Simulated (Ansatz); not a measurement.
Consider this model of amorphous Si$_{24}$O$_{47}$F$_{2}$.

```xyz
73
Lattice="10.8661 0.2612 0.0455 0.2612 9.7213 0.0658 0.0455 0.0658 10.4398" Properties=species:S:1:pos:R:3 pbc="T T T"
Si     8.6015     3.1011     7.8048
Si     6.1959     6.5989     7.5039
Si     5.6156     1.6901     4.1766
Si     5.4637     9.7609     9.8266
Si     1.9455     7.8185     4.2480
Si     5.6758     3.5696     6.6829
Si    10.0654     1.7119     0.8722
Si     5.1652     6.7931     0.1350
Si    10.1493     0.5642     7.0811
Si     1.7009     5.4947     4.2363
Si     3.9242     1.7631     1.5239
Si    10.3571     5.3141     6.3025
Si     1.5931     0.7860     5.4347
Si     1.4749     0.5271     2.5568
Si     6.0267     8.3833     5.0987
Si     3.6339     1.6291     7.7319
Si     8.1144     6.7582     1.2542
Si     1.2884     0.6640     9.2555
Si     8.5310     9.2910    10.2094
Si     6.6000     3.9420     2.8762
Si     8.1401     6.1821     4.1781
Si     9.2918     7.6636     7.6856
Si     8.4860     4.1040     0.3939
Si     3.7511     4.6968     1.9761
O      5.5813     6.4331     9.0173
O      9.6158     3.2427     1.2081
O      9.6139     8.9283     6.6524
O      1.8803     8.8644     5.4853
O      6.4874     6.6708     1.0891
O      7.0539     9.5185     9.5764
O      9.4057     8.4199     9.1360
O      8.7303     6.3989     2.7000
O      2.8798     1.2995     6.3069
O      3.9826     5.9246     0.8908
O      1.7133     1.3835     3.9285
O      7.1716     3.0555     7.0444
O      4.9515     1.1594     0.4178
O      9.3135     5.8978     5.2221
O     10.4532     6.5167     7.4345
O      0.7761     9.6396     8.1064
O      7.8220     6.9111     7.5833
O      4.4351     1.4731     3.0611
O      4.7690     8.4224    10.4515
O      2.1664     8.6974     2.8922
O      0.7022     6.7757     3.8464
O      6.0104     0.2847     4.9321
O      8.4925     8.3103     1.0962
O      2.4401     1.7210     8.8234
O      5.2353     2.8469     5.2773
O      3.6870     3.3197     1.1195
O      6.8240     2.3663     3.3034
O      0.9012     4.6679     5.4376
O     10.7800     0.9616     2.1316
O      9.7377     3.9985     7.0439
O      8.8320     5.6973     0.2267
O      9.0966     1.5528     7.8198
O      5.0716     4.5243     2.9155
O      4.4961     3.0208     7.6932
O      8.3211     3.6020     9.3287
O      8.7921     0.9085     0.2675
O      7.2935     4.8030     4.0668
O      5.7778     5.2071     6.7283
O      7.3079     7.5170     4.6097
O      7.1472     4.0248     1.3365
O      4.6056     0.4293     8.2837
O      0.0570     1.1605     5.8754
O      5.6046     7.8469     6.5890
O      2.8939     6.5401     4.7558
O      0.3027     1.6402    10.0583
O      2.4513     1.0987     1.4065
O      2.3840     4.7375     2.9358
F      2.0820     9.1287    10.1392
F      4.8527     8.1342     4.0490
```

All values below come from PBE, scalar-relativistic without spin-orbit coupling (plane waves to 420 eV, PAW; Ansatz, an electronic-structure program).

A CHGNet melt-quench gave the starting glass, which DFT then relaxed. O and F atoms were pushed apart under 1.9 Å during the dynamics, to hinder bonds among them. The hot cell started wider than the set density and was brought back towards it in steps. It is the lowest in DFT energy of 2 quenches. It is a model cell: composition and starting density were chosen by hand, and all elements were melted together. No dispersion term was used. Its density started from a set value of 2.21 and ended at 2.21 g/cm³. Cooling (nominally 480 K/ps over its main leg) ran many orders faster than in experiment, which tends to leave more defects and strain. One small periodic cell is one sample of the glass; other quenches scatter about these values. The volume was held where the preparation left it and the shape relaxed, at a PBE pressure of 0.5 GPa. Stress components on the final sampling reach 0.5 GPa.

Neighbours within Si-Si 2.60 Å, Si-O 1.90 Å, Si-F 2.02 Å, O-O 1.58 Å, O-F 1.48 Å, F-F 1.37 Å count as bonded. Two cations that share two anions don't count as bonded, nor two that share one unless they lie closer than Si-Si 2.38 Å.

Task: Give the coordination numbers, mean bond lengths and angles.

Result: 
```json
{
  "Mean coordination of Si by anions": "4.00 (24 with 4)",
  "Mean coordination of O": "2.00 (47 with 2)",
  "Mean coordination of F": "1.00 (2 with 1)",
  "Mean Si-O bond": "1.636 Å (spread 0.016 Å, 94 counted)",
  "Mean Si-F bond": "1.593 Å (spread 0.002 Å, 2 counted)",
  "Bond angle at Si": "mean 109.4°, spread 5.6°",
  "Bond angle at O": "mean 137.4°, spread 15.9°"
}
```

Task: List the pairs of like atoms that count as bonded by the rules above.

Result: There are none by these rules.
